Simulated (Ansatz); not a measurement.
**Response to strain in HfN**

Consider HfN in the rock salt structure (space group Fm-3m, No. 225; a = 4.502 Å; relaxed with 0.1 eV smearing).

Strains are applied to the cell and any free atomic positions relax.

Method: PBEsol/PAW in Ansatz (a program for electronic structure), spin-orbit coupling left out.

Notes on the quantities. energy relative to the base: free energy F.

| case | volume per atom | energy relative to the base | pressure |
|---|---|---|---|
| base | 11.40 Å³ | 0 meV/atom | 0.0 GPa |
| isotropic strain −3.00 % | 10.41 Å³ | +90 meV/atom | 31.5 GPa |
| isotropic strain −2.50 % | 10.57 Å³ | ___ | ___ |
| isotropic strain −1.00 % | 11.07 Å³ | +9.4 meV/atom | 9.1 GPa |
| isotropic strain −0.50 % | 11.23 Å³ | +2.3 meV/atom | 4.4 GPa |
| isotropic strain +0.50 % | 11.58 Å³ | +2.2 meV/atom | -4.1 GPa |
| isotropic strain +1.00 % | 11.75 Å³ | +8.8 meV/atom | -7.9 GPa |
| isotropic strain +1.50 % | 11.93 Å³ | +19 meV/atom | -11.5 GPa |
| isotropic strain +2.50 % | 12.28 Å³ | +52 meV/atom | -17.9 GPa |
| isotropic strain +3.00 % | 12.46 Å³ | +74 meV/atom | -20.8 GPa |

Fill in the withheld entries from the trend.


- isotropic strain −2.50 %, energy relative to the base: +62 meV/atom
- isotropic strain −2.50 %, pressure: 25.3 GPa

Stability against distortions was not tested. All final runs are without spin polarisation. An odd electron count without spin: HfN.
